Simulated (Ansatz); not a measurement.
# Pressure series in Mg

Take Mg in the hcp (Mg type) structure (space group P6_3/mmc, No. 194; a = 3.186 Å, c = 5.223 Å) as the base.

Cell and atoms are relaxed at each pressure.

Calculations: PBE (Ansatz, a program for electronic structure; PAW; 420 eV plane waves; without spin-orbit coupling), earlier PAW set.

```csv
P (GPa),V (Å³/atom)
-2.00,24.461
-0.99,23.644
0.30,22.775
0.70,22.536
1.50,22.092
3.00,21.363
5.00,20.543
7.50,19.692
10.00,18.978
```

### Question
Fit a third-order Birch–Murnaghan equation of state.

### Answer
Least squares on P(V) = (3B₀/2)[(V₀/V)^(7/3) − (V₀/V)^(5/3)]·[1 + (3/4)(B₀′ − 4)((V₀/V)^(2/3) − 1)] gives V₀ = 22.97 Å³/atom, B₀ = 36 GPa and B₀′ = 3.9.

Load acts through the strain it causes; cell and atoms are relaxed under it. No phonon test of stability was made. No other phases were tried under pressure.
